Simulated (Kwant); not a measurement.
Model: Hückel tight-binding model, one pz orbital an atom, one spin, coherent transport at 0 K (Kwant). Conductance is in e²/h.

System: π system c1ccc2nc3ccccc3nc2c1 between two chain leads. The π system is taken as planar. Atoms are numbered from 0 in the order of the SMILES. Site energies (eV, carbon 0): [0.0, 0.0, 0.0, 0.0, -1.2, 0.0, 0.0, 0.0, 0.0, 0.0, 0.0, -1.2, 0.0, 0.0]. Bonds (i, j, β in eV): (0,1,-2.4) (1,2,-2.4) (2,3,-2.4) (3,4,-2.4) (4,5,-2.4) (5,6,-2.4) (6,7,-2.4) (7,8,-2.4) (8,9,-2.4) (9,10,-2.4) (10,11,-2.4) (11,12,-2.4) (12,13,-2.4) (13,0,-2.4) (12,3,-2.4) (10,5,-2.4). Leads: chains of hopping −3.6 eV, joined by −0.48 eV to atoms 0 and 6.

Site energies and bond integrals are typed Hückel values.

Sweep values stay those of the base run.

One input was changed, with this effect: transmission at E = 0 7.9e-5 → 0.0020.

Problem. Which change was it?
A. contacts moved from atoms [0, 6] to [0, 2]
B. contacts moved from atoms [0, 6] to [0, 1]
C. contacts moved from atoms [0, 6] to [0, 9]
D. contacts moved from atoms [0, 6] to [2, 13]
E. contacts moved from atoms [0, 6] to [2, 9]
F. contacts moved from atoms [0, 6] to [0, 8]

Solution. D, contacts moved from atoms [0, 6] to [2, 13]
